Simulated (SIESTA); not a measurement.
Band structure of MgMnCoO₄ (P1, 7 atoms in the cell).

```
CELL_PARAMETERS angstrom
      2.93100     0.00000     0.00000
      0.21411     5.21366     0.00000
      0.10987     1.42991     5.03928
ATOMIC_POSITIONS crystal
  Mg 0.47399 0.30015 0.29112
  Mn 0.50693 0.96816 0.96722
  Co 0.96321 0.57791 0.58703
  O  0.50997 0.67994 0.28787
  O  0.02403 0.81669 0.81987
  O  0.99131 0.14167 0.13123
  O  0.49359 0.28676 0.67304
```
Moments meant for the start (each program seeds them in its own way; μB, in the order of the atoms Mg Mn Co O O O O): 0.0 4.0 3.0 0.0 0.0 0.0 0.0.

Method: LDA PW92, numerical atomic orbitals TZP, PseudoDojo LDA standard norm-conserving potentials (rewritten from UPF to PSML) (SIESTA 5.4.2).

Settings: XC.functional = LDA; XC.authors = PW92; potentials = PseudoDojo LDA standard; PAO.BasisSize = TZP; PAO.EnergyShift = 0.01 Ry; MeshCutoff = 400 Ry; kgrid.MonkhorstPack = 4 3 3; OccupationFunction = FD; ElectronicTemperature = 0.05 eV; Spin = polarized; DM.InitSpin = [1 +0.00, 2 +4.00, 3 +3.00, 4 +0.00, 5 +0.00, 6 +0.00, 7 +0.00]; MaxSCFIterations = 150; SCF.Mixer.Method = Pulay; SCF.Mixer.Weight = 0.1.

The starting cell comes from a database of computed structures (which also holds hypothetical and non-ambient phases and stackings), without a prior relaxation at this level. The magnetic order is the one reached from the typed start; others were not searched systematically. Values carry the incompleteness of an atom-centred basis.

Levels in eV from the Fermi level, bands 33 to 38 of the first spin channel:
```csv
point,33,34,35,36,37,38
X,-1.13,-0.78,-0.69,-0.46,1.35,1.53
Γ,-1.18,-0.98,-0.75,-0.02,1.00,1.37
Y,-1.63,-1.47,-0.46,-0.37,0.73,0.83
L,-1.60,-1.50,-1.08,-0.70,0.96,1.88
Z,-1.13,-0.78,-0.65,-0.49,1.35,1.57
N,-1.38,-1.02,-0.62,-0.04,0.51,1.31
M,-1.64,-1.48,-1.07,-0.69,0.95,1.89
R,-1.67,-1.28,-0.79,-0.38,0.76,1.28
```

Bands cross the Fermi level along this path, so the cell is metallic at this level.

Higher empty bands are left out: an atom-centred basis made for the valence describes them poorly.

The net moment of the cell came out as 5.94 μB.
